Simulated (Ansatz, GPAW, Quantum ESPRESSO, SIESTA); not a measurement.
**One structure in several programs: PtAl₂ (Fm-3m, 3 atoms in the cell)**

Self-consistent single point.

```
CELL_PARAMETERS angstrom
      0.00000     2.97628     2.97628
      2.97628     0.00000     2.97628
      2.97628     2.97628     0.00000
ATOMIC_POSITIONS crystal
  Al 0.25000 0.25000 0.25000
  Al 0.75000 0.75000 0.75000
  Pt 0.00000 0.00000 0.00000
```

Shared settings, as Ansatz (an electronic-structure program) writes them: kpoints.mp_grid.grid = 8 8 8; scf.occupations.method = fermi_dirac; scf.occupations.width = 0.1 eV. Potentials and cutoffs stand in the table.

```json
[
 {"code": "GPAW", "model": "PBE, GPAW PAW datasets PBE (gpaw-data 1.0.1)", "pressure (GPa)": "0.06", "cutoff": "600 eV"},
 {"code": "Quantum ESPRESSO", "model": "PBE, PSlibrary ultrasoft (PBE) pseudopotentials", "pressure (GPa)": "-0.11", "cutoff": "45 Ry"},
 {"code": "Ansatz", "model": "PBE, default PAW files", "pressure (GPa)": "-0.41", "cutoff": "default"},
 {"code": "SIESTA", "model": "GGA PBE, numerical atomic orbitals DZP, PseudoDojo PBE standard norm-conserving potentials (rewritten from UPF to PSML)", "pressure (GPa)": "0.07", "cutoff": "grid 350 Ry"}
]
```

On Ansatz's run: spin-orbit coupling is off. Spin polarisation is off.

The spread over the programs that give each value: pressure within 0.48 GPa.

SIESTA uses small atom-centred bases, whose incompleteness enters pressures, forces and empty levels differently from a plane-wave cutoff. Ansatz's pressure is given at a fixed set of plane waves, as the other plane-wave codes print theirs; with its correction for the finite basis it is -0.35 GPa.

On the base mesh (7 7 7) the same programs gave: Ansatz pressure -0.44 GPa; Quantum ESPRESSO pressure -0.15 GPa; GPAW pressure 0.04 GPa; SIESTA pressure 0.03 GPa.

The starting cell has typed, rounded lattice constants, without a prior relaxation at this level. Its lattice was rescaled by a random factor within 2.5 % of one.

Left out of this page: ABINIT (with a known weakness of the program); CP2K (on another mesh); Elk and FLEUR (not drawn, or without a comparable value).

Keys are those of Ansatz 0.2.
